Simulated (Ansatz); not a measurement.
The parent structure is BeS in the rock salt structure (space group Fm-3m, No. 225; a = 4.590 Å; a hypothetical phase, not in the database extracts checked). Axes: x, y, z lie along the cube axes.

Levels (all Ansatz, a quantum-chemistry and plane-wave program, PAW): PBEsol (420 eV, no spin-orbit coupling); r2SCAN (500 eV, no SOC).

Its gap is 0.95 eV with PBEsol and 1.34 eV with r2SCAN.

Modification: tensor shear ε_yz = −3.56 % (engineering shear γ = -0.0712), atoms relaxed at fixed cell.

With PBEsol the gap becomes 0.32 eV.

Question: If the r2SCAN correction stayed the same, what would the r2SCAN gap be, and what does the r2SCAN run give?

Answer: A rigid correction of +0.39 eV gives 0.71 eV. The r2SCAN run gives 0.69 eV, so the two effects roughly add.

Single points use the geometry relaxed with PBEsol. The cells carry an imposed strain or load. Stability against distortions was not tested.
